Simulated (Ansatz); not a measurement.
# Hypothetical I4/mmm MgB2, response to strain

The parent structure is MgB₂ (space group I4/mmm, No. 139; a hypothetical phase, not in the database extracts checked; relaxed with 0.1 eV smearing).

```
MgB2
1.0
   -1.33199     1.33199     4.17685
    1.33199    -1.33199     4.17685
    1.33199     1.33199    -4.17685
Mg B
1 2
Direct
  0.00000   0.00000   0.00000
  0.28328   0.28328   0.00000
  0.71672   0.71672   0.00000
```

Cartesian axes are those of the cell as printed.

Strains are applied to the cell and any free atomic positions relax; under biaxial strain the out-of-plane vector relaxes too; under stress the whole cell relaxes.

Level of theory: PBEsol/PAW in Ansatz (a quantum-chemistry and plane-wave program), no spin-orbit coupling.

Notes on the quantities. pressure: mean of the normal stresses, compression positive; energy relative to the base: free energy F.

```csv
variant,pressure,volume per atom,energy relative to the base
base,0.0 GPa,9.88 Å³,0 meV/atom
"biaxial strain +0.17 %, plane normal [001], relaxed out of plane",-0.3 GPa,9.91 Å³,0.0 meV/atom
isotropic strain +0.22 %,-0.7 GPa,9.95 Å³,+0.2 meV/atom
uniaxial strain ε_yy = −2.86 %,3.4 GPa,9.60 Å³,+2.4 meV/atom
uniaxial strain ε_zz = +3.72 %,-3.7 GPa,10.25 Å³,+9.5 meV/atom
tensor shear ε_xy = +1.70 %,0.1 GPa,9.88 Å³,-6.0 meV/atom
"uniaxial stress, 5 GPa tension along z",–,10.03 Å³,+3.8 meV/atom
```

Stability under load was not tested beyond the relaxation. The final runs are not spin-polarised. Under tensor shear ε_xy = +1.70 % the cell ends below the base's energy or with stress of the wrong sign: the atoms slid into a distortion or the cell is elastically unstable, so the base is not a stable minimum at this level.
